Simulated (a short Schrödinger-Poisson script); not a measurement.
**Gated Al0.4Ga0.6N/GaN polarisation-induced gas**

Stack: gated Al0.4Ga0.6N/GaN polarisation-induced gas, at 20 K.

```csv
layer,material,thickness (nm),Na (cm⁻³)
1,Al0.4Ga0.6N,10,-
2,GaN,6000,9e15
```

Constants are typed, rounded textbook-type inputs, not results; the design itself was drawn at random and stands for no fabricated device. Al0.4Ga0.6N: permittivity 9.26, conduction-band edge (eV) 0.58, gap (eV) 4.258, electron mass (mₑ) 0.248, Nv at 300 K (cm⁻³) 4.6e19. GaN: permittivity 9.5, conduction-band edge (eV) 0, gap (eV) 3.43, Nv at 300 K (cm⁻³) 4.6e19.

Channel valleys (confinement mass, in-plane density-of-states mass, number): Γ 0.2, 0.2, 1. At the gate the conduction-band edge of layer 1 lies 1.36 eV − eVg above the Fermi level of the channel; the field vanishes at the back. Sheet of polarisation charge: +2e13 e/cm² at 10 nm from the gate. The barrier under the gate holds no holes. Gaps are held at their typed values at every temperature. Mesh 0.08 nm at interfaces.

Solved with a short Schrödinger-Poisson script written for these runs: 1D Poisson equation in equilibrium, electrons quantum, Hartree (BenDaniel-Duke, 40 states a valley, the channel's in-plane mass for all, wave functions free to enter the barrier), parabolic valleys, classical holes, full ionisation, no traps, pinning or gate leakage.

```tsv
Vg (V)	electrons (cm⁻²)	in the channel layer	C (μF/cm²)	Γ E0 (meV)	Γ E1 (meV)
0.5	1.55e13	1.43e13	0.756	-168.6	-16.8
0	1.31e13	1.23e13	0.748	-146.0	-11.3
-0.5	1.08e13	1.03e13	0.740	-123.2	-6.2
-1	8.53e12	8.20e12	0.731	-100.1	-1.2
-1.5	6.27e12	6.09e12	0.717	-75.0	10.3
-2	4.05e12	3.97e12	0.704	-48.5	26.9
-2.5	1.89e12	1.87e12	0.682	-22.6	40.9
```

Gate voltages with under 1e6 electrons/cm² are left out.

Subbands count from the Fermi level.
